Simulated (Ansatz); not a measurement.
Worked example: zone-centre phonon calculation of Ni₂Ge (P6_3/mmc, 6 atoms in the cell) in Ansatz (a quantum-chemistry and plane-wave program).

Level of theory: LDA (PW92), default PAW files made with PBE (plane waves; Ansatz).

```
Ni2Ge
1.0
    3.99175     0.00000     0.00000
   -1.99588     3.45696     0.00000
    0.00000     0.00000     5.03895
Ni Ge
4 2
Cartesian
  1.99588   1.15232   1.25974
  0.00000   2.30464   3.77921
  0.00000   0.00000   0.00000
  0.00000   0.00000   2.51948
  1.99588   1.15232   3.77921
  0.00000   2.30464   1.25974
```

Reference input (self-consistent single point, DFT, LDA (PW92), plane waves, default PAW files made with PBE): basis.ecutwfc = 30.9 Ry; kpoints.mp_grid.grid = 10 10 7; hamiltonian.xc = lda; hamiltonian.pseudopotentials = {kind: paw} (the program's default PAW files); scf.occupations.method = fermi_dirac; scf.occupations.width = 0.0073 Ry. This run's input differs from it in these lines:

```diff
@@ -22,6 +22,5 @@
   occupations: { method: fermi_dirac, width: 0.0073 Ry }
-output:
-  forces: true
-  eigenvalues: true
-  stress: true
+  convergence: { dr2_threshold: 1.0e-03 eV }
+phonons:
+  method: dfpt
```

Output (repeated stretches shortened):

```
SCF iter   1: F=—  HF=-31527.019012 eV  |F-HF|=—  |Δ(HF+E_count)|=         —  Δρ=2.26e-2  dr2=1.80e-1  ethr=1.77e-3  ⟨swp⟩=5.5  Hψ=36583  notcnv=0  defer=233
all-band conjugate gradients solve this SCF's bands
preconditioner: auto → Kerker (q_TF=auto, 2.899 Å⁻¹)
SCF iter   2: F=—  HF=-31526.992921 eV  |F-HF|=—  |Δ(HF+E_count)|=   2.61e-2  Δρ=6.49e-3  dr2=1.63e-2  ethr=1.80e-4  ⟨swp⟩=2.8  Hψ=23594  notcnv=0  defer=374
SCF iter   3: F=—  HF=-31526.991115 eV  |F-HF|=—  |Δ(HF+E_count)|=   1.81e-3  Δρ=1.96e-3  dr2=1.63e-3  ethr=1.63e-5  ⟨swp⟩=1.1  Hψ=11455  notcnv=0  defer=374
SCF iter   4: F=—  HF=-31526.990817 eV  |F-HF|=—  |Δ(HF+E_count)|=   2.98e-4  Δρ=3.81e-4  dr2=9.62e-5  ethr=1.63e-6  ⟨swp⟩=2.7  Hψ=18859  notcnv=0  defer=374
SCF iter   5: F=—  HF=-31526.990804 eV  |F-HF|=—  |Δ(HF+E_count)|=   1.36e-5  Δρ=2.36e-4  dr2=2.70e-5  ethr=9.62e-8  ⟨swp⟩=2.0  Hψ=15516  notcnv=0  defer=374
SCF iter   6: F=-31526.990791 eV  HF=-31526.990795 eV  |F-HF|=3.89e-6  |Δ(HF+E_count)|=   8.43e-6  Δρ=9.91e-5  dr2=4.54e-6  ethr=2.70e-8  ⟨swp⟩=13.2  Hψ=106894  notcnv=0
SCF 1 converged in 6 iterations: F = -31526.990791 eV  dr2 = 4.54e-6
DFPT response loops at Γ: preconditioner auto → Kerker (q_TF=auto, 2.899 Å⁻¹) (partly filled bands, converged f_vac=0.000) …
the response loops of the zone centre start from zero, take more passes and end by a threshold …
Free energy (F): -31526.990791 eV
Internal energy: -31526.877087 eV  (E = F + TS)
E sigma→0 (E₀):  -31526.933939 eV
Entropy (-TS):   -0.113704 eV (-18.951 meV/atom)
Fermi energy:    17.656234 eV
   [... lines left out ...]
  ASR residual: 4.847e-2 → 0.000e0 eV/Å²; symmetrization residual: 7.160e-4 eV/Å²
  ASR residual per site (eV/Å²): 2.20e-2 2.20e-2 4.85e-2 4.85e-2 4.24e-2 4.24e-2
  Γ frequencies (cm⁻¹): 0.00 0.00 0.00 87.29 87.29 101.14 105.53 105.53 106.51 156.89 162.77 162.77 194.55 248.83 275.12 275.12 279.84 279.84
  non-analytic LO–TO correction: not included (Born effective charges unavailable; polar crystals: no LO–TO splitting at Γ)
```

The run converged in 6 iterations. 

Summary of the result:
Free energy E − TS (on the zero of these files): -31526.9908 eV
Fermi level (on the code's own zero): 17.66 eV
Zone-centre frequencies (cm⁻¹; negative means imaginary): 0, 0, 0, 87, 87, 101, 106, 106, 107, 157, 163, 163, 195, 249, 275, 275, 280, 280

The starting cell comes from a database of computed structures (which also holds hypothetical and non-ambient phases and stackings), without a prior relaxation at this level. Its lattice was rescaled by up to half a per cent. Spin polarisation is off.

Cost on one core of a shared machine: roughly 30 min.

Keys are those of Ansatz 0.2.
